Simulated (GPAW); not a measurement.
## A self-consistent single point of LuFeC₂ (Amm2, 4 atoms in the cell) with GPAW

Computed with LDA (Perdew-Wang 92), GPAW PAW datasets LDA (gpaw-data 1.0.1) (plane waves; GPAW).

Input as run:

```python
from ase import Atoms
from ase.units import GPa
from gpaw import GPAW

atoms = Atoms(['Lu', 'Fe', 'C', 'C'],
              cell=[[3.453550, 0.000000, 0.000000],
                    [0.000000, 2.248765, 2.956385],
                    [0.000000, -2.248765, 2.956385]],
              positions=[[0.000000, -0.000000, 5.866946],
                         [1.726775, 0.000000, 2.313608],
                         [1.726775, 0.704088, 4.143255],
                         [1.726775, -0.704088, 4.143255]],
              pbc=True)

atoms.set_initial_magnetic_moments([0.0, 4.0, 0.0, 0.0])

calc = GPAW(spinpol=True,
            mode={'name': 'pw', 'ecut': 950},
            xc='LDA',
            kpts={'size': (7, 6, 6), 'gamma': True},
            occupations={'name': 'fermi-dirac', 'width': 0.136},
            nbands=-12,
            convergence={'forces': 0.001},
            symmetry={'symmorphic': False, 'tolerance': 0.0005},
            maxiter=120)

atoms.calc = calc

energy = atoms.get_potential_energy()
print('Energy (eV):', round(energy, 6))
forces = atoms.get_forces()
print('Forces (eV/Ang):')
print(forces.round(5))
stress = atoms.get_stress()
print('Stress (GPa, Voigt):', (stress / GPa).round(4))
```

The program printed (abridged):

```
Input parameters:
  convergence: {forces: 0.001}
  kpts: {gamma: True,
         size: (7, 6, 6)}
  maxiter: 120
  mode: {ecut: 950,
         name: pw}
  nbands: -12
  occupations: {name: fermi-dirac,
                width: 0.136}
  spinpol: True
  symmetry: {symmorphic: False,
             tolerance: 0.0005}

species:
  Lu:
    name: Lutetium
    Z: 71.0
    valence: 25
    core: 46
    charge: 0.0
    file: Lu.LDA.gz

    # Using partial waves for Lu as LCAO basis

  Fe:
    name: Iron
    Z: 26.0
    valence: 8
    core: 18
    charge: 0.0
    file: Fe.LDA.gz

    # Using partial waves for Fe as LCAO basis

  C:
    name: Carbon
    Z: 6.0
    valence: 4
    core: 2
    charge: 0.0
    file: C.LDA.gz

    # Using partial waves for C as LCAO basis

Reference energy: -432642.703521  # eV

Spin-polarized calculation.
Initial magnetic moment: 4.000000

Convergence criteria:
 Maximum [total energy] change in last 3 cyles: 0.0005 eV / valence electron
 Maximum integral of absolute [dens]ity change: 0.0001 electrons / valence electron
 Maximum integral of absolute [eigenst]ate change: 4e-08 eV^2 / valence electron
 Maximum change in the atomic [forces] across last 2 cycles: 0.001 eV/Ang OR
Maximum error relative to the maximum force is below inf
 Maximum number of scf [iter]ations: 120

Symmetries present (total): 4
Symmetries with fractional translations: 0
252 k-points: 7 x 6 x 6 Monkhorst-Pack grid + [0.000000,1/12,1/12]
52 k-points in the irreducible part of the Brillouin zone
       k-points in crystal coordinates                weights
   0:     0.00000000    0.00000000    0.00000000          1/252
   1:     0.00000000    0.16666667   -0.16666667          2/252
   2:     0.00000000    0.16666667    0.00000000          4/252
   [... 7 lines left out ...]
          ...
  51:     0.42857143    0.50000000    0.50000000          2/252

Wave functions: Plane wave expansion
  Cutoff energy: 950.000 eV
  Number of coefficients (min, max): 3033, 3083
  Pulay-stress correction: 0.000000 eV/Ang^3 (de/decut=0.000000)

Occupation numbers: Fermi-Dirac:
  width: 0.1360  # eV

Eigensolver

Densities:
  Coarse grid: 25*27*27 grid
  Fine grid: 50*54*54 grid
  Total Charge: 0.000000

Density mixing:
  Method: difference
  Backend: pulay
  Linear mixing parameter: 0.05
  old densities: 5
  Damping of long wavelength oscillations: 50

Hamiltonian:
  XC and Coulomb potentials evaluated on a 50*54*54 grid
  External potential:
    NoExternalPotential

Number of atoms: 4
Number of atomic orbitals: 37
Number of bands in calculation: 34
Number of valence electrons: 41
Bands to converge: occupied

Density initialized from atomic densities
  34 bands from LCAO basis set

Atomic positions and initial magnetic moments

Positions:
   0 Lu     0.000000   -0.000000    5.866946    ( 0.0000,  0.0000,  0.0000)
   1 Fe     1.726775    0.000000    2.313608    ( 0.0000,  0.0000,  4.0000)
   2 C      1.726775    0.704088    4.143255    ( 0.0000,  0.0000,  0.0000)
   3 C      1.726775   -0.704088    4.143255    ( 0.0000,  0.0000,  0.0000)

Unit cell:
           periodic     x           y           z      points  spacing
  1. axis:    yes    3.453550    0.000000    0.000000    25     0.1381
  2. axis:    yes    0.000000    2.248765    2.956385    27     0.1326
  3. axis:    yes    0.000000   -2.248765    2.956385    27     0.1326

  Lengths:   3.453550   3.714452   3.714452
  Angles:   74.516640  90.000000  90.000000

Effective grid spacing dv^(1/3) = 0.1361

     iter     time        total  log10-change:         magmom
                         energy   eigst   dens  force
iter:   1 --:--:--   -38.014895                          +4.0085
iter:   2 --:--:--   -38.055488   -1.17  -1.21           +2.5694
iter:   3 --:--:--   -37.009875   -1.50  -1.27           +1.2213
iter:   4 --:--:--   -36.620696   -1.49  -1.44           +1.1192
iter:   5 --:--:--   -36.600374   -2.04  -1.68           +0.9868
iter:   6 --:--:--   -36.666546   -2.23  -1.79           +0.9663
iter:   7 --:--:--   -36.566109   -2.14  -2.03           +0.8696
iter:   8 --:--:--   -36.549979   -3.16  -2.19           +0.8520
iter:   9 --:--:--   -36.536415   -2.82  -2.30           +0.8207
iter:  10 --:--:--   -36.535122c  -3.37  -2.58           +0.8378
iter:  11 --:--:--   -36.535355c  -4.03  -2.93           +0.8318
iter:  12 --:--:--   -36.534476c  -4.04  -2.98           +0.8279
iter:  13 --:--:--   -36.535101c  -4.06  -3.07           +0.7883
iter:  14 --:--:--   -36.535426c  -3.78  -3.60           +0.5847
iter:  15 --:--:--   -36.534839c  -4.09  -3.26           +0.4723
   [... 12 lines left out ...]
iter:  28 --:--:--   -36.531317c  -5.61  -3.54           +0.3360
iter:  29 --:--:--   -36.531090c  -5.98  -3.56           +0.3205
iter:  30 --:--:--   -36.531586c  -5.13  -3.62           +0.3527
iter:  31 --:--:--   -36.532063c  -5.28  -3.75           +0.3829
iter:  32 --:--:--   -36.531945c  -5.68  -3.84           +0.3739
iter:  33 --:--:--   -36.531985c  -6.69  -4.07c          +0.3790
iter:  34 --:--:--   -36.532010c  -6.64  -4.22c          +0.3817
iter:  35 --:--:--   -36.532046c  -6.52  -4.27c          +0.3833
iter:  36 --:--:--   -36.532031c  -7.36  -4.39c          +0.3827
iter:  37 --:--:--   -36.532027c  -7.96c -4.67c          +0.3826
iter:  38 --:--:--   -36.532025c  -7.78c -4.75c -2.17    +0.3827
iter:  39 --:--:--   -36.532025c  -8.78c -5.20c -3.50c   +0.3825

Converged after 39 iterations.

Dipole moment: (0.000000, -0.000000, 4.903628) |e|*Ang

Total magnetic moment: (0.000000, 0.000000, 0.382541)
Local magnetic moments:
   0 Lu ( 0.000000,  0.000000, -0.003441)
   1 Fe ( 0.000000,  0.000000,  0.379969)
   2 C  ( 0.000000,  0.000000, -0.000927)
   3 C  ( 0.000000,  0.000000, -0.000927)

Energy contributions relative to reference atoms: (reference = -432642.703521)

Kinetic:        +13.907758
Potential:      -12.918314
External:        +0.000000
XC:             -37.511765
Entropy (-ST):   -0.162344
Local:           +0.071468
SIC:             +0.000000
--------------------------
Free energy:    -36.613197
Extrapolated:   -36.532025

Spin contamination: 0.030212 electrons
Showing only first 2 kpts
                      Up                     Down
 Kpt  Band  Eigenvalues  Occupancy  Eigenvalues  Occupancy
  0    18      9.10472    0.99990      9.25291    0.99970
  0    19      9.31229    0.99954      9.68688    0.99286
  0    20     10.47209    0.30169     10.68184    0.08459
  0    21     11.75874    0.00003     11.87535    0.00001

  1    18      9.08419    0.99991      9.40983    0.99906
  1    19      9.64580    0.99471      9.88590    0.96985
  1    20     10.00686    0.92966     10.22402    0.72806
  1    21     12.25655    0.00000     12.32680    0.00000

Fermi level: 10.35795

No gap
No difference between direct/indirect transitions
Energy (eV): -36.532025

Forces in eV/Ang:
  0 Lu    0.00000    0.00000    0.20947
  1 Fe    0.00000    0.00000   -0.49906
  2 C    -0.00000    0.04179    0.14443
  3 C    -0.00000   -0.04179    0.14443

Stress tensor:
     0.050367     0.000000     0.000000
     0.000000     0.077743     0.000000
     0.000000     0.000000     0.079021
Stress (GPa, Voigt): [ 8.0697 12.4558 12.6606  0.      0.      0.    ]
```

The run converged in 39 iterations. GPAW prints stress with tension positive.

At such cutoffs GPAW's stress carries a finite-basis (Pulay) error, which enters relaxed cells too; its log prints stress with tension positive.

The starting cell comes from a database of computed structures (which also holds hypothetical and non-ambient phases and stackings), without a prior relaxation at this level. Spin-orbit coupling is off. The moments shrank to a small part of their start, a low-spin state that need not be the lowest.

Cost on one core of a shared machine: roughly 9 min.
